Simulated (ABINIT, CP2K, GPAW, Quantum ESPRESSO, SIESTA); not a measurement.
# One structure in several programs: Al (Fm-3m, 1 atom in the cell)

Self-consistent single point.

```
Al
1.0
    2.84996     0.00000     0.00000
    1.42498     2.46814     0.00000
    1.42498     0.82271     2.32698
Al
1
Direct
  0.00000   0.00000   0.00000
```

All programs got the same cell, k-point mesh and kind of occupations (in CP2K's words: SMEAR/METHOD = FERMI_DIRAC); potentials, basis and cutoffs are each program's usual ones.

```csv
code,model,pressure (GPa),k-points,cutoff
CP2K,"PBE, GPW, DZVP-MOLOPT-SR-GTH basis, GTH-PBE potentials (GTH_POTENTIALS)",0.17,504,grid 400 Ry
GPAW,"PBE, GPAW PAW datasets PBE (gpaw-data 1.0.1)",0.75,47,600 eV
SIESTA,"GGA PBE, numerical atomic orbitals DZP, PseudoDojo PBE standard norm-conserving potentials (rewritten from UPF to PSML)",0.35,560,grid 300 Ry
ABINIT,"PBE, norm-conserving pseudopotentials (PseudoDojo nc-sr-05 PBE standard)",0.37,47,40 Ry
Quantum ESPRESSO,"PBE, PSlibrary ultrasoft (PBE) pseudopotentials",0.51,47,35 Ry
```

The spread over the programs that give each value: pressure within 0.58 GPa.

The starting cell comes from a database of computed structures (which also holds hypothetical and non-ambient phases and stackings), without a prior relaxation at this level. Its lattice was rescaled by a random factor within 2.5 % of one. On CP2K's run: Values carry the incompleteness of an atom-centred basis.

Question: Why do the programs differ, and what cannot be compared?

Answer: Differences of this kind can come from the potentials, where these differ, and from what each basis and cutoff leave unconverged. The zero of total energies and Fermi levels follows the potentials and each program's conventions, so they are not compared here. CP2K and SIESTA use small atom-centred bases, whose incompleteness enters pressures, forces and empty levels differently from a plane-wave cutoff. The programs reduce the same mesh by symmetry to different extents, which changes the work and not the result.

Left out of this page: PySCF, Elk and FLEUR (not drawn, or without a comparable value).
